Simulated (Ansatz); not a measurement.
Levels about the gap of amorphous IGZO (In$_{10}$Ga$_{10}$Zn$_{10}$O$_{40}$) (70 atoms in a cell of 951 Å³, 5.48 g/cm³; zone centre alone, so wide bands show as single levels with stretches between that a denser mesh fills), at the geometry that PBE relaxed, where it gives 0.9 GPa on a denser mesh. The participation number counts the atoms over which a state spreads; weights are charges in smoothed Voronoi cells. The levels come from a single point, so bond lengths are those of that geometry. Method of the levels: PBE, scalar-relativistic without spin-orbit coupling (Ansatz, a first-principles code). Sampling: the zone centre alone; Fermi-Dirac width 0.02 eV; no spin polarisation. At PBE the levels at the filled edge of the gap are localised (band-tail or defect states), and the nearest spread-out levels lie 1.1 eV apart at the zone centre.

It comes from a melt-quench run on a machine-learned potential (CHGNet), relaxed afterwards by DFT. O atoms were pushed apart under 1.9 Å during the dynamics, to hinder bonds among them. The hot cell started wider than the set density and was brought back towards it in steps. It is the lowest in DFT energy of 2 quenches. It is a model cell: composition and starting density were chosen by hand, and all elements were melted together. No dispersion term was used. A short ab initio anneal came between quench and relaxation. Its density started from a set value of 5.48 and ended at 5.48 g/cm³. The simulated quench (nominally 170 K/ps over its main leg) is rapid and tends to freeze in more defects than a deposited or slowly cooled glass has. One small periodic cell is one sample of the glass; other quenches scatter about these values. The volume was held where the preparation left it and the shape relaxed, at a PBE pressure of 0.9 GPa. Stress components on the final sampling reach 1.0 GPa.

| E - E(highest filled), eV | filling | participation number | largest on | weight O | weight In | weight Zn | weight Ga |
|---|---|---|---|---|---|---|---|
| -0.56 | filled | 22.0 | O, 3 neighbours | 0.86 | 0.02 | 0.09 | 0.02 |
| -0.45 | filled | 7.7 | O, 4 neighbours | 0.91 | 0.03 | 0.05 | 0.01 |
| -0.43 | filled | 18.7 | O, 3 neighbours | 0.84 | 0.01 | 0.12 | 0.02 |
| -0.39 | filled | 14.8 | O, 3 neighbours | 0.84 | 0.01 | 0.12 | 0.02 |
| -0.31 | filled | 12.8 | O, 3 neighbours | 0.80 | 0.01 | 0.17 | 0.02 |
| -0.20 | filled | 10.4 | O, 3 neighbours | 0.84 | 0.01 | 0.12 | 0.02 |
| 0.00 | filled | 5.8 | O, 3 neighbours | 0.83 | 0.02 | 0.13 | 0.02 |
| 0.74 | empty | 64.0 | In, 6 neighbours | 0.53 | 0.21 | 0.14 | 0.11 |
| 3.21 | empty | 41.3 | In, 5 neighbours | 0.59 | 0.28 | 0.07 | 0.06 |
| 3.25 | empty | 34.8 | In, 5 neighbours | 0.58 | 0.27 | 0.07 | 0.09 |
| 3.47 | empty | 46.7 | In, 5 neighbours | 0.59 | 0.24 | 0.10 | 0.08 |
| 3.57 | empty | 39.7 | In, 6 neighbours | 0.58 | 0.20 | 0.14 | 0.08 |
| 3.77 | empty | 46.2 | In, 5 neighbours | 0.59 | 0.18 | 0.13 | 0.10 |
| 3.79 | empty | 39.7 | Zn, 4 neighbours | 0.58 | 0.16 | 0.16 | 0.10 |

Most localised among these is the filled level at +0.00 eV, on a O atom, which has 3 neighbours (Ga 1.83 Å, Zn 1.91 Å, Zn 2.06 Å).
